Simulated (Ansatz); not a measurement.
Base system: AlN in the zinc blende structure (space group F-43m, No. 216).

```xyz
2
Lattice="0.0000 2.1849 2.1849 2.1849 0.0000 2.1849 2.1849 2.1849 0.0000" Properties=species:S:1:pos:R:3 pbc="T T T"
Al     0.0000     0.0000     0.0000
N      1.0924     1.0924     1.0924
```

Cartesian axes are those of the cell as printed.

Level of theory: plane-wave PAW DFT at the r2SCAN level (Ansatz, an electronic-structure program, 500 eV), scalar-relativistic without spin-orbit coupling.

For the base:

| Item | Value |
|---|---|
| Band gap | 3.94 eV |

Perturbation: biaxial strain +1.25 %, plane normal [111], relaxed out of plane (Cartesian); in-plane vectors clamped, the third vector and the atoms free.

### Question
Predict the new band gap and valence-band top at Γ.

### Answer
The band gap falls by 0.11 eV to 3.83 eV; the valence-band top at Γ (three highest levels, from the VBM) amounts to 0.00, -0.13, -0.13 eV.

Semilocal Kohn–Sham gaps tend to fall short of experiment. No phonon test of stability was made. This is not the structure that AlN has at room temperature and ambient pressure.
